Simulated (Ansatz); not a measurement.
## ScAl3, response to strain

The reference is ScAl$_{3}$ in the Cu3Au type structure (space group Pm-3m, No. 221).

```
ScAl3
1.0
    4.08609     0.00000     0.00000
    0.00000     4.08609     0.00000
    0.00000     0.00000     4.08609
Al Sc
3 1
Cartesian
  0.00000   2.04305   2.04305
  2.04305   2.04305   0.00000
  2.04305   0.00000   2.04305
  0.00000   0.00000   0.00000
```

Cartesian axes are those of the cell as printed.

Strains are applied to the cell and any free atomic positions relax; under biaxial strain the out-of-plane vector relaxes too; under stress the whole cell relaxes.

The values are results of DFT with r2SCAN, PAW potentials and a 500 eV plane-wave cutoff in Ansatz (an electronic-structure program), scalar-relativistic without spin-orbit coupling, not measurements.

Notes on the quantities. energy relative to the base: free energy F; pressure: mean of the normal stresses, compression positive.

| case | energy relative to the base | pressure | volume per atom | space group |
|---|---|---|---|---|
| base | 0 meV/atom | 0.0 GPa | 17.06 Å³ | Pm-3m (No. 221) |
| biaxial strain −1.17 %, plane normal [001], relaxed out of plane | +3.4 meV/atom | 1.9 GPa | 16.73 Å³ | P4/mmm (No. 123) |
| biaxial strain +2.33 %, plane normal [001], relaxed out of plane | +12 meV/atom | -3.2 GPa | 17.70 Å³ | P4/mmm (No. 123) |
| biaxial strain −1.24 %, plane normal [111], relaxed out of plane | +3.9 meV/atom | 2.0 GPa | 16.71 Å³ | R-3m (No. 166) |
| isotropic strain −3.47 % | +60 meV/atom | 12.3 GPa | 15.34 Å³ | Pm-3m (No. 221) |
| isotropic strain +0.62 % | +1.7 meV/atom | -1.7 GPa | 17.37 Å³ | Pm-3m (No. 221) |
| isotropic strain +4.29 % | +73 meV/atom | -9.1 GPa | 19.35 Å³ | Pm-3m (No. 221) |
| isotropic strain +4.86 % | +92 meV/atom | -10.0 GPa | 19.67 Å³ | Pm-3m (No. 221) |
| uniaxial strain ε_yy = +1.50 % | +2.4 meV/atom | -1.4 GPa | 17.31 Å³ | P4/mmm (No. 123) |
| uniaxial stress, 3 GPa compression along z | +2.4 meV/atom | – | 16.88 Å³ | P4/mmm (No. 123) |

Without a gap, meshes like the base's 11×11×11 leave anisotropic stresses uncertain by several tenths of a GPa, and small strain energies with them. Stability under load was not tested beyond the relaxation. The final runs are not spin-polarised.
